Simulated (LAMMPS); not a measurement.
Quenches at 1e+13 K/s across the composition of Ni (fcc) with a share x of Ni sites Al; each row starts from its own melt temperature.

Method: classical MD, pair style eam/alloy, file NiAlH_jea.eam.alloy (LAMMPS).

```csv
x,density,state
0.1,7.85 g/cm³ (one sample),glass
0.25,7.00 g/cm³ (one sample),glass
0.5,5.41 g/cm³ (one sample),glass
0.75,3.79 g/cm³ (one sample),glass
```
